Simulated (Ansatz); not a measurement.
Phonon-limited resistivity of La3AlN (Pm-3m) against temperature in μΩ·cm, PBEsol, DFPT electron-phonon coupling, linearised Boltzmann equation (Ansatz, an electronic-structure program), harmonic crystal at a fixed cell.

```json
[
 {"T": "50 K", "ρ": "2.53"},
 {"T": "77 K", "ρ": "?"},
 {"T": "100 K", "ρ": "?"},
 {"T": "150 K", "ρ": "14.6"},
 {"T": "200 K", "ρ": "20.8"},
 {"T": "250 K", "ρ": "26.8"},
 {"T": "273 K", "ρ": "29.5"},
 {"T": "300 K", "ρ": "32.7"}
]
```

What belongs in the gaps?


- 77 K, ρ: 5.63
- 100 K, ρ: 8.44

A metal at this level (no band gap). Only scattering by harmonic phonons is included (no impurities, grain boundaries, electron-electron scattering or thermal expansion). Spin-orbit coupling is left out. Halving the electron mesh (16x16x16) moves the resistivity by up to 2 %. Smearing 0.20 eV; phonons on a 3x3x3 q mesh, which this run doesn't test and which matters most at low temperature.

Computed structure with no diffraction record at hand here (it may be known, metastable or hypothetical): La3AlN (Pm-3m).
